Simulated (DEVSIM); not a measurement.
Device: Si n+/n-/n+ resistor, at 400 K.

```
layer (left to right)  material  thickness (μm)  Nd (cm⁻³)  τn (s)  τp (s)
---------------------  --------  --------------  ---------  ------  ------
1                            Si           0.320     4.3e17  4.4e-7  4.4e-7
2                            Si          0.0900     7.4e12  4.4e-7  4.4e-7
3                            Si           0.250       1e18  4.4e-7  4.4e-7
```

Left contact: ohmic. Right contact: ohmic. Voltage is applied to the left contact. Recombination: SRH at mid-gap, radiative, Auger. Mobility is constant in doping.

Constants are typed, rounded textbook-type inputs, not results; the design itself was drawn at random and stands for no fabricated device. Values at 300 K; Nc and Nv go as T^1.5, mobilities as T to minus their exponent, the gap by Varshni's rule with the affinity fixed.

```tsv
parameter	Si
gap (eV)	1.124
affinity (eV)	4.05
permittivity	11.7
Nc (cm⁻³)	2.86e19
Nv (cm⁻³)	3.1e19
μn (cm²/Vs)	1417
μp (cm²/Vs)	470
T exponent of μn	2.3
T exponent of μp	2.2
B (cm³/s)	4.7e-15
Cn (cm⁶/s)	2.8e-31
Cp (cm⁶/s)	9.9e-32
Varshni α (eV/K)	0.000473
Varshni β (K)	636
```

Model (solved in DEVSIM): 1D drift-diffusion, Boltzmann statistics, complete ionisation; no tunnelling, impact ionisation, image-force lowering or self-heating.

Problem. Tabulate band edges, carrier densities and field at 1.15 V on the left contact.

Solution. Energies count from the Fermi level of the right contact; mesh points crowd at the junctions.

```
x (μm)   Ec (eV)  Ev (eV)  n (cm⁻³)  p (cm⁻³)  field (V/cm)
-------  -------  -------  --------  --------  ------------
0.000     -0.990   -2.087    4.3e17     7.5e7         12000
0.01461   -0.973   -2.070    4.3e17     7.5e7         12000
0.03674   -0.947   -2.043    4.3e17     7.5e7         12000
0.07370   -0.903   -1.999    4.3e17     7.5e7         12000
0.1491    -0.813   -1.910    4.3e17     7.5e7         12000
0.2150    -0.735   -1.831    4.3e17     7.1e7         12000
0.2603    -0.681   -1.778    4.3e17     5.6e7         12000
0.2978    -0.625   -1.721    3.3e17     2.1e7         26000
0.3161    -0.532   -1.628    9.5e16   9000000         88000
0.3285    -0.406   -1.502    5.2e16   9300000         99000
0.3439    -0.263   -1.359    5.7e16     1.1e7         86000
0.3686    -0.080   -1.176    7.7e16     3.3e7         61000
0.3874     0.012   -1.085    1.1e17     2.5e8         34000
0.4026     0.039   -1.057    2.3e17     5.0e8         -2400
0.4203     0.011   -1.086    9.2e17     1.8e8          -620
0.4397     0.018   -1.078    1.0e18     1.7e8          5000
0.4685     0.033   -1.064    1.0e18     1.7e8          5100
0.5112     0.054   -1.042    1.0e18     1.6e8          5100
0.5783     0.089   -1.008    1.0e18     1.3e8          5100
0.6171     0.109   -0.988    1.0e18     9.9e7          5100
0.6408     0.121   -0.976    1.0e18     6.7e7          5100
0.6600     0.130   -0.966    1.0e18     3.2e7          5100
```
